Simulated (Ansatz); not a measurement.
An Ansatz (an electronic-structure program) input (DFT with PBE, PAW potentials and a 420 eV plane-wave cutoff in Ansatz, no spin-orbit coupling, earlier PAW set):

Ansatz 0.2 input:
```yaml
crystal:
  lattice:
    - [3.8451422774, 0, 0]
    - [-1.9225711387, 3.3299908934, 0]
    - [0, 0, 6.305729754]
  atoms:
    - { symbol: Zn, position: [0.6666666667, 0.3333333333, 0.9998522257] }
    - { symbol: Zn, position: [0.3333333333, 0.6666666667, 0.4998522257] }
    - { symbol: S, position: [0.6666666667, 0.3333333333, 0.6253477743] }
    - { symbol: S, position: [0.3333333333, 0.6666666667, 0.1253477743] }
basis: { ecutwfc: 420, ecutrho_ratio: 4, xc_grid: 2, fft_grid_basis: typed }
kpoints: { mp_grid: { grid: [10, 10, 5] } }
hamiltonian:
  xc: pbe
  dispersion: none
  pseudopotentials: { azcp: { folder: ./paw }, kind: paw }
scf: { occupations: { method: fermi_dirac, width: 0.05 }, convergence: { dr2_threshold: 0.0000000004 } }
output: { forces: true, stress: true }
checkpoint: { write: state.ck, write_every: 1000 }
```

Which symmetry and how many k-points will the program report, and about how many plane waves at Γ?

Space group P63mc (ITA 186) with 12 operations, k-points 42 of 500, and 1581 plane waves at Γ.

Whether these cells are dynamically stable was not tested. The cell is ZnS in the wurtzite structure (space group P6_3mc, No. 186).
